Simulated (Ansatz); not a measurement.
For GeSe (model structure, started from the NiAs type, P6₃/mmc, No. 194, 4 atoms in the cell), PBEsol (plane waves, PAW; Ansatz, a quantum-chemistry and plane-wave program) gives:

| Quantity | Value |
|---|---|
| lattice parameter a | 3.840 Å |
| lattice parameter c | 6.878 Å |
| cohesive energy | 3.75 eV/atom |

### Question
What does PBE-D3(BJ) in Ansatz (PAW) give for the same quantities?

### Answer

- lattice constant a: 3.857 Å (goes up by 0.4 %)
- lattice parameter c: 6.912 Å (rises by 0.5 %)
- cohesive energy: 3.66 eV/atom (falls by 0.09 eV/atom)

Changes are worked out from the printed values.

Unless a cell is named, each level is at its own relaxed cell (PBEsol 21.96, PBE-D3(BJ) 22.26 Å³/atom).

Caveats: a distance lies near a switch of the dispersion term, which can move the cell (PBE-D3(BJ)). Ansatz's density-functional and Hartree–Fock values are scalar-relativistic unless marked +SOC, with PAW data made under PBE.

A model structure was made by putting elements into a prototype or built by hand; it is no filed structure, need not be a known phase, and can be a saddle point held by its symmetry.
